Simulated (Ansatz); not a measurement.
A periodic model of amorphous silicon oxynitride (Si27O24N20):

```xyz
71
Lattice="9.7089 0.0000 0.0000 0.0000 9.7089 0.0000 0.0000 0.0000 9.7089" Properties=species:S:1:pos:R:3 pbc="T T T"
Si     3.8321     2.3633     2.8616
Si     3.4214     6.2327     8.8444
Si     5.3572     4.1408     7.9225
Si     4.1868     0.8973     0.1870
Si     5.6951     7.0318     8.6292
Si     9.4266     3.7055     7.8267
Si     8.4174     6.6502     7.1679
Si     9.1357     3.6674     1.0028
Si     1.2241     1.7505     4.7489
Si     1.2623     7.3020     3.5532
Si     6.6018     0.2874     8.0523
Si     9.3311     8.8310     7.5303
Si     2.7507     6.1187     5.9907
Si     7.6858     3.7245     6.1143
Si     5.3980     8.6875     6.2274
Si     1.9521     1.2701     7.5944
Si     6.5210     1.2326     4.7496
Si     2.5255     3.8601     7.9063
Si     6.6142     2.5000     0.4911
Si     8.8154     9.0537     4.6092
Si     3.8956     7.8551     1.7437
Si     5.2491     6.4666     4.2909
Si     6.9870     3.9544     3.0924
Si     2.6469     3.6865     1.0612
Si     1.4406     4.1843     3.1534
Si     2.2956     8.4246     6.5120
Si     3.6235     1.0030     5.0944
O      3.1525     0.8080     8.6387
O      3.9372     5.6828     4.9618
O      0.8111     3.2891     4.3555
O      8.2972     4.4068     2.2473
O      2.6006     1.3361     3.6425
O      4.0231     3.1860     7.8092
O      7.4052     2.9585     4.5338
O      9.5218     8.0758     3.4459
O      2.1307     4.7108     6.5730
O      2.3353     7.7182     2.3306
O      8.2216     0.0682     8.3290
O      9.5553     7.3199     8.2034
O      7.2220     6.5223     8.3456
O      8.4167     2.5980     7.0837
O      0.9687     5.7056     3.3305
O      6.1439     3.8862     6.5170
O      4.1165     9.4409     1.3426
O      8.2376     2.3155     0.6669
O      6.1593     2.9342     2.0847
O      6.2106     5.1843     3.7305
O      4.8542     7.3143     2.9329
O      9.1324     4.4360     9.2590
O      7.3967     0.1131     3.9602
O      6.2643     3.7812     9.2441
N      8.7649     4.9764     6.6509
N      3.6833     2.2588     1.1142
N      1.1877     9.4790     7.3711
N      0.0881     0.6428     4.8955
N      3.1352     3.9694     2.7836
N      1.1945     2.7680     8.1291
N      2.4503     1.8176     6.0218
N      2.7811     7.0903     7.4714
N      4.3936     7.0491     0.2843
N      6.0018     7.3983     5.4145
N      4.9280     1.6653     4.1234
N      6.2320     0.6610     6.3389
N      1.8131     7.3567     5.1983
N      5.6142     8.5941     7.9614
N      5.8846     1.1453     9.4344
N      8.5978     8.1193     6.1141
N      0.9920     3.5211     1.5972
N      2.6206     4.7883     9.3960
N      4.8193     5.7126     7.9552
N      3.7469     9.2084     5.8468
```

All values below come from PBE, scalar-relativistic without spin-orbit coupling (plane waves to 420 eV, PAW; Ansatz, a program for electronic structure).

It comes from a melt-quench run on a machine-learned potential (CHGNet), relaxed afterwards by DFT. O and N atoms were pushed apart under 1.9 Å during the dynamics, to hinder bonds among them. It is a model cell: composition and starting density were chosen by hand, and all elements were melted together. No dispersion term was used. Its density started from a set value of 2.73 and ended at 2.58 g/cm³. The simulated quench (nominally 1300 K/ps over its main leg) is rapid and tends to freeze in more defects than a deposited or slowly cooled glass has. A cell of this size samples the disorder only roughly. The volume was free in the relaxation, at fixed shape. Stress components on the final sampling reach 3.3 GPa.

Bonds are counted up to Si-Si 2.60 Å, Si-O 2.08 Å, Si-N 2.06 Å, O-O 1.58 Å, O-N 1.64 Å, N-N 1.70 Å. Two cations that share two anions don't count as bonded, nor two that share one unless they lie closer than Si-Si 2.38 Å.

Question: Give the coordination numbers, mean bond lengths and angles.

Answer: 
The mean coordination of Si by anions is 4.00 (27 with 4). The mean coordination of O comes out as 2.08 (22 with 2, 2 with 3), the mean coordination of N comes out as 2.90 (2 with 2, 18 with 3) and the mean Si-N bond is 1.745 Å (spread 0.052 Å, 58 counted). The mean Si-O bond comes out as 1.671 Å (spread 0.065 Å, 50 counted) and the bond angle at Si is mean 109.2°, spread 11.2°. The bond angle at O is mean 128.4°, spread 20.4° and the bond angle at N is mean 117.2°, spread 21.3°.

Question: Which atoms depart from the most common coordination of their element?

Answer: O32 has 3 (Si1 1.78 Å, Si27 1.81 Å, Si9 1.81 Å); O34 has 3 (Si14 1.78 Å, Si23 1.80 Å, Si17 1.95 Å); N55 has 2 (Si9 1.59 Å, Si20 1.65 Å); N61 has 2 (Si15 1.64 Å, Si22 1.64 Å).

Question: List the pairs of like atoms that count as bonded by the rules above.

Answer: There are none by these rules.

Question: What Bader charges do the atoms carry, from a run on the zone centre alone?

Answer: Means (range): Si +3.16 e (+3.06 to +3.25), O -1.64 e (-1.67 to -1.62), N -2.30 e (-2.35 to -2.22).
| atom | charge (e) |
|---|---|
| Si1 | +3.06 |
| Si2 | +3.10 |
| Si3 | +3.25 |
| Si4 | +3.21 |
| Si5 | +3.13 |
| Si6 | +3.12 |
| Si7 | +3.11 |
| Si8 | +3.23 |
| Si9 | +3.15 |
| Si10 | +3.23 |
| Si11 | +3.14 |
| Si12 | +3.18 |
| Si13 | +3.17 |
| Si14 | +3.17 |
| Si15 | +3.07 |
| Si16 | +3.17 |
| Si17 | +3.11 |
| Si18 | +3.18 |
| Si19 | +3.22 |
| Si20 | +3.18 |
| Si21 | +3.24 |
| Si22 | +3.24 |
| Si23 | +3.25 |
| Si24 | +3.06 |
| Si25 | +3.20 |
| Si26 | +3.10 |
| Si27 | +3.09 |
| O28 | -1.65 |
| O29 | -1.64 |
| O30 | -1.66 |
| O31 | -1.63 |
| O32 | -1.67 |
| O33 | -1.65 |
| O34 | -1.65 |
| O35 | -1.63 |
| O36 | -1.65 |
| O37 | -1.64 |
| O38 | -1.64 |
| O39 | -1.62 |
| O40 | -1.63 |
| O41 | -1.63 |
| O42 | -1.65 |
| O43 | -1.65 |
| O44 | -1.65 |
| O45 | -1.64 |
| O46 | -1.64 |
| O47 | -1.64 |
| O48 | -1.66 |
| O49 | -1.63 |
| O50 | -1.62 |
| O51 | -1.66 |
| N52 | -2.23 |
| N53 | -2.29 |
| N54 | -2.34 |
| N55 | -2.25 |
| N56 | -2.27 |
| N57 | -2.31 |
| N58 | -2.32 |
| N59 | -2.30 |
| N60 | -2.28 |
| N61 | -2.22 |
| N62 | -2.27 |
| N63 | -2.27 |
| N64 | -2.31 |
| N65 | -2.34 |
| N66 | -2.31 |
| N67 | -2.28 |
| N68 | -2.33 |
| N69 | -2.33 |
| N70 | -2.35 |
| N71 | -2.33 |
